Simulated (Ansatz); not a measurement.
## BN under a change: 2 layers

The reference is BN in the zinc blende structure (space group F-43m, No. 216; a = 3.606 Å). Axes: x, y, z lie along the cube axes.

Now apply this change: a free-standing slab of 2 layers (4 atoms, 2 a layer) is cut normal to [110], with 15 Å of vacuum and the in-plane cell held at bulk.

Calculations: PBEsol, PAW, 420 eV (Ansatz, a first-principles code; scalar-relativistic without spin-orbit coupling). k-mesh 13×9×1 (Γ-centred); smearing 0.05 eV (Fermi–Dirac), for the changed cell.

```json
[
 {"quantity": "shortest interatomic distance", "base": "1.561 Å", "changed": "1.407 Å", "shift": "-0.154 Å"},
 {"quantity": "band gap", "base": "4.30 eV", "changed": "4.34 eV", "shift": "+0.046 eV"},
 {"quantity": "gap character", "base": "–", "changed": "indirect, k = (0.077, 0.222, 0) in the run's primitive reciprocal basis → Γ–X (88 % along)", "shift": "–"},
 {"quantity": "excess energy per area of both faces (slab less bulk energy over the cell's area: twice a surface energy)", "base": "–", "changed": "3.26 J/m²", "shift": "–"},
 {"quantity": "thickness between the outermost nuclei", "base": "–", "changed": "1.07 Å", "shift": "–"}
]
```

Final structure:

```yaml
crystal:
  lattice:
    - [2.54960, 0.00000, 0.00000]
    - [0.00000, 3.60568, 0.00000]
    - [0.00000, 0.00000, 16.27480]
  atoms:
    - { symbol: N, position: [0.75000, 0.46007, 0.46717] }
    - { symbol: B, position: [0.25000, 0.28993, 0.48663] }
    - { symbol: N, position: [0.25000, 0.96007, 0.53283] }
    - { symbol: B, position: [0.75000, 0.78993, 0.51337] }
```

Slab and bulk use different k-meshes, which limits the precision of the excess energy. Whether these cells are dynamically stable was not tested. k-point labels follow each cell's own Brillouin zone.
